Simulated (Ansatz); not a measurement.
The starting structures come from a database of crystals and need not be the phases stable at ambient conditions.

 Where the default PAW files enter, the runs use the earlier of Ansatz's two default sets.

Crystal: CsCaH₃ (Pm-3m, cubic perovskite, not sure to be the ambient phase, 5 atoms a cell, 19.7 Å³ an atom); planes in its conventional cell.

These are r2SCAN (plane waves, PAW; Ansatz, an electronic-structure program) values and carry that method's errors.

The gap is the functional's own, uncorrected, and κ follows it; spin-orbit coupling is left out. Mid-gap values are interpolated between the computed energies.

```tsv
plane	area of the cell (Å²)	mid-gap κ (1/Å)	largest κ in the gap (1/Å)
(001)	21.4	0.37	0.37
(111)	37.0	…	…
(110)	30.2	…	…
```

Problem. The slowest decay depends on the direction. Supply the withheld values.

Solution. 
- (111), mid-gap κ (1/Å): 0.33
- (111), largest κ in the gap (1/Å): 0.33
- (110), mid-gap κ (1/Å): 0.33
- (110), largest κ in the gap (1/Å): 0.33
